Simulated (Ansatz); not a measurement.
The starting structures come from a database of crystals and need not be the phases stable at ambient conditions.

 Where the default PAW files enter, the runs use the earlier of Ansatz's two default sets.

Data:

```
AlGaP2
1.0
    3.86549     0.00000     0.00000
    0.00000     3.86549     0.00000
    0.00000     0.00000     5.45561
Al Ga P
1 1 2
Direct
  0.50000   0.50000   0.50000
  0.00000   0.00000   0.00000
  0.00000   0.50000   0.25039
  0.50000   0.00000   0.74961
```

Space group of this cell: P-4m2. The cell is taken as given.

Calculation: PBEsol (plane waves, PAW; Ansatz, an electronic-structure program).

The current runs along the normal of the first two printed vectors; no spin-orbit coupling. Scaled by the factor s: the length along the current (ions clamped). Meshes 8×8×6 and 8×8 across the current in all rows.

```tsv
s	mean pressure (GPa)	slowest mid-gap decay constant κ (1/Å)
0.97	2.4	?
1.00	-0.3	0.156
1.03	-2.7	0.145
```

Task: Take the slope of the slowest mid-gap decay constant κ against ln s from the two given rows, extrapolate to s = 0.97, and say what the run there gives.

Result: Slope = (0.145 − 0.156) / ln 1.03 = -0.372 1/Å. The line gives 0.156 + (-0.372) × ln 0.97 = 0.167 1/Å. The run gives 0.166 1/Å, 0.001 1/Å under the line, 12 % of the predicted step.
